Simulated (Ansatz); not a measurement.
We look at the energy of the reaction as written. Reaction: 1/2 cell B + 1/4 O2 (gas) → cell A. The sign is products less reactants.

Cell A: a slab of TiAl (P4/mmm) cut along (101), 9 atoms, rectangular cell of 2.82 × 4.96 Å (14.0 Å²), symmetry Pm, 8.1 Å thick under 16 Å of vacuum, in-plane vectors held at the crystal's; planes from bottom to top: TiAl × 4 | O, its two faces unlike (dipole correction applied); added, foreign or displaced atoms, above the top plane: O bound to 1 Al at 1.90 Å and 2 Ti at 1.91 Å; spin state with PBE: run without spin, k-point mesh 16×9×1.
```
CELL_PARAMETERS angstrom
      2.82370     0.00000     0.00000
      0.00000     4.95814     0.00000
      0.00000     0.00000    23.99210
ATOMIC_POSITIONS crystal
  Ti 0.50000 0.19580 0.33622
  Al 0.00000 0.69288 0.33007
  Ti 0.50000 0.87759 0.42999
  Al 0.00000 0.37593 0.42917
  Ti 0.50000 0.54777 0.52539
  Al 0.00000 0.04915 0.52726
  Ti 0.50000 0.23832 0.62795
  Al 0.00000 0.73423 0.62223
  O  0.00000 0.41821 0.66672
```

Cell B: a slab of TiAl (P4/mmm) cut along (101), 17 atoms, rectangular cell of 2.82 × 9.92 Å (28.0 Å²), symmetry Pm, 8.1 Å thick under 16 Å of vacuum, in-plane vectors held at the crystal's; planes from bottom to top: Ti2Al2 × 4 | O, its two faces unlike (dipole correction applied); added, foreign or displaced atoms, above the top plane: O bound to 2 Ti at 1.90 Å and 1 Al at 1.91 Å; spin state with PBE: run without spin, k-point mesh 16×5×1.
```
CELL_PARAMETERS angstrom
      2.82370     0.00000     0.00000
      0.00000     9.91628     0.00000
      0.00000     0.00000    23.99210
ATOMIC_POSITIONS crystal
  Ti 0.50000 0.59774 0.33434
  Al 0.00000 0.34636 0.32981
  Ti 0.50000 0.43992 0.42873
  Al 0.00000 0.18994 0.43117
  Ti 0.50000 0.27816 0.52787
  Al 0.00000 0.02648 0.53007
  Ti 0.50000 0.12201 0.62878
  Al 0.00000 0.86336 0.62366
  Ti 0.50000 0.09958 0.33804
  Al 0.00000 0.84842 0.33036
  Ti 0.50000 0.94021 0.43141
  Al 0.00000 0.68951 0.42739
  Ti 0.50000 0.77447 0.52324
  Al 0.00000 0.52582 0.52420
  Ti 0.50000 0.61209 0.61713
  Al 0.00000 0.37140 0.62817
  O  0.00000 0.20623 0.66906
```

Reference: an isolated O2 molecule (triplet) in a box of 11 × 11 × 13 Å.

All numbers come from Ansatz (a quantum-chemistry and plane-wave program), plane waves with PAW, its default PAW set, cutoff 420 eV, 500 eV for r2SCAN. The structures are at rest with PBE, within the held lattices; other levels are single points on them. Neutral cells; Fermi-Dirac smearing of at most 0.10 eV in the solids, energies taken to zero width. The lattices are those relaxed with PBE, so at other levels the solids can be strained, which adds to the spread. A dispersion term (D3(BJ), or D4 for r2SCAN) was computed beside these levels and is taken off wherever the name lacks it. Static lattices, no vibrational contributions. Cells are local rest points, mostly with their start's symmetry. No correction for cell size. The cells' k-point meshes differ in density, so the last digit is unsettled. Cell A has symmetry Pm and got no random move, so less symmetric positions, which may lie lower, weren't tried. Cell B has symmetry Pm and got no random move, so less symmetric positions, which may lie lower, weren't tried.

**Question.** Give the value at the level r2SCAN.

**Answer.** -2.60 eV, for 1/2 cell B + 1/4 O2 (gas) → cell A.

**Question.** List the value at the remaining levels and say how far they part.

**Answer.** 
| Level | value (eV) | less r2SCAN |
|---|---|---|
| PBE | -2.42 | 0.18 |

The levels span 0.18 eV, from r2SCAN (-2.60) to PBE (-2.42).
